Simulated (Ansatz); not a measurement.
Several settings converged on the (111) slab of NaTl (cut from a parent of space group no. 227; 8 atoms in the cell)

```
NaTl
1.0
    5.30410     0.00000     0.00000
    2.65205     4.59349     0.00000
    0.00000     0.00000    21.57890
Na Tl
4 4
Direct
  0.25000   0.25000   0.42474
  0.91667   0.91667   0.37456
  0.58333   0.58333   0.62543
  0.25000   0.25000   0.57526
  0.58333   0.58333   0.32439
  0.58333   0.58333   0.47491
  0.91667   0.91667   0.52509
  0.91667   0.91667   0.67561
```

Base method: LDA (PW92), default PAW files made with PBE (plane waves; Ansatz, a program for electronic structure).

Base settings: basis.ecutwfc = 420 eV; kpoints.mp_grid.grid = 7 7 1; hamiltonian.xc = lda; hamiltonian.pseudopotentials = {kind: paw} (the program's default PAW files); scf.occupations.method = gaussian; scf.occupations.width = 0.1 eV.

The count of work is k-points × plane waves × bands × iterations; it is no time. Core times come from one kind of shared machine, to one figure; runs under 30 s give none.

**The vacuum**

The mesh stays at the base's, so the ladder's end is converged at best in this setting alone.

Only quantities that move along the ladder and can be compared are tabulated.

```tsv
vacuum between outermost atoms (Å)	free energy less the last step's (meV/atom)	largest difference of a force vector from the last step's (eV/Å)	count of work / last
3.0	-92.98	0.706	0.25
4.0	-30.00	0.335	0.24
5.0	-7.15	0.137	0.30
6.0	-0.71	0.066	0.32
7.0	0.26	0.028	0.34
8.0	0.17	0.011	0.41
10.0	0.02	0.002	0.47
12.0	0.00	0.001	0.52
14.0	0.00	0.001	0.57
17.0	0.00	0.000	0.65
20.0	0.00	0.001	0.73
25.0	-0.01	0.001	0.87
30.0	0.00	0.000	1.0
```

Smallest vacuum between outermost atoms (Å) that holds the forces within 0.01 eV/Å of the last step, with all finer ones: 10.0; the step before is off by 0.011 eV/Å.

Smallest vacuum between outermost atoms (Å) that holds the free energy within 0.5 meV/atom of the last step, with all finer ones: 7.0, at 0.34 of the last step's count of work; the step before is off by 0.71 meV/atom.

**The plane-wave cutoff**

The mesh stays at the base's, so the ladder's end is converged at best in this setting alone.

Only quantities that move along the ladder and can be compared are tabulated.

```tsv
basis.ecutwfc	free energy less the last step's (meV/atom)	largest difference of a force vector from the last step's (eV/Å)	count of work / last
210 eV	2680.87	0.096	0.13
250 eV	559.66	0.005	0.16
295 eV	69.54	0.001	0.21
355 eV	2.58	0.001	0.27
420 eV	0.85	0.000	0.35
505 eV	0.32	0.000	0.46
630 eV	0.11	0.000	0.65
840 eV	0.00	0.000	1.0
```

Coarsest basis.ecutwfc that holds the forces within 0.01 eV/Å of the last step, with all finer ones: 250 eV, at 0.16 of the last step's count of work; the step before is off by 0.096 eV/Å.

Coarsest basis.ecutwfc that holds the free energy within 1 meV/atom of the last step, with all finer ones: 420 eV, at 0.35 of the last step's count of work; the step before is off by 2.6 meV/atom.

**The depth of the relaxed slab**

On the (111) slab of NaTl (cut from a parent of space group no. 227; 4 atoms in the cell), and deeper slabs.

In this ladder: relax = atoms; relax.f_tol = 0.02 eV/Å.

Surface energy = (E_slab − N e_bulk)/2A, with e_bulk from the bulk crystal on its finest mesh (120 k-points); errors per atom of slab and bulk, whose meshes differ, grow with N.

The mesh stays at the base's, so the ladder's end is converged at best in this setting alone.

Only quantities that move along the ladder and can be compared are tabulated.

| atoms | surface energy (J/m²) | relaxation steps | core time / last (rough) |
|---|---|---|---|
| 4 | 0.795 | 6 | – |
| 12 | 0.596 | 13 | 0.4 |
| 16 | 0.614 | 12 | 0.6 |
| 20 | 0.611 | 12 | 1 |

Smallest size that holds the surface energy within 0.1 J/m² of the last step, with all finer ones: 12, at about 0.4 of the last step's time; the step before is off by 0.18 J/m².

On the base run: the starting cell comes from a database of computed structures (which also holds hypothetical and non-ambient phases and stackings), without a prior relaxation at this level. The slab is cut from that crystal, and its faces are unrelaxed. Its lattice was rescaled by up to half a per cent.

Keys are those of Ansatz 0.2.
